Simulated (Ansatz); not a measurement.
What uniaxial stress, 8 GPa compression along z does to Ti3Al

The reference is Ti₃Al (space group P6_3/mmc, No. 194; a = 5.747 Å, c = 4.632 Å). Axes: x lies along a and z along c of the hexagonal cell.

Perturbation: uniaxial stress, 8 GPa compression along z; all other stress components relax to zero.

Level of theory: Ansatz (an electronic-structure program), r2SCAN, PAW, cutoff 500 eV, spin-orbit coupling left out, earlier PAW set. Γ-centred 10×10×10 mesh, Fermi–Dirac width 0.05 eV.

The volume per atom shrinks by 0.30 Å³ (16.56 Å³ → 16.26 Å³) and the space group remains P6_3/mmc (No. 194). The energy increases by 16 meV/atom and the band gap stays zero. The strain response (xx, yy, zz) amounts to (+1.01, +1.01, −3.78) % (rough).

Cost of the whole job for the changed cell (relaxation, final SCF and bands): roughly 7 core-minutes.

Without a gap, meshes like the base's 10×10×10 leave anisotropic stresses uncertain by several tenths of a GPa, and small strain energies with them. Stability under load was not tested beyond the relaxation. The final runs are not spin-polarised.
